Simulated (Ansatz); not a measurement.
The starting structures come from a database of crystals and need not be the phases stable at ambient conditions.

Tunnelling through a barrier is set by its complex band structure: the current falls as exp(−2κd) with the smallest κ.

Consider the following.

```xyz
12
Lattice="6.0752 0.0000 0.0000 -3.0376 5.6972 0.0000 0.0000 0.0000 5.6711" Properties=species:S:1:pos:R:3 pbc="T T T"
Cs     3.0376     2.6474     1.4178
Cs     0.0000     3.0498     4.2534
Na     3.0376     0.8411     4.2534
Na     0.0000     4.8561     1.4178
Ti     3.0376     5.1404     4.2534
Ti     0.0000     0.5568     1.4178
O      3.0376     3.3701     4.2534
O      0.0000     2.3271     1.4178
O      4.7950     0.0000     2.8356
O      1.2802     0.0000     2.8356
O      1.2802     0.0000     0.0000
O      4.7950     0.0000     0.0000
```

The cell is taken as given; by r2SCAN it stands under a pressure of -3.0 GPa.

Transport runs along the normal of the first two printed cell vectors.

No gap correction and no spin-orbit coupling; mid-gap is the computed energy nearest the middle.

Question: Compute, with r2SCAN run with Ansatz (a quantum-chemistry and plane-wave program), the band gap and the smallest decay constant κ at mid-gap.

Answer: Gap 3.84 eV on a 6×6×6 mesh; κ = 0.406 1/Å, at (0.333, 0.333) of the in-plane reciprocal vectors. At the zone centre the slowest state has κ = 0.41 1/Å.
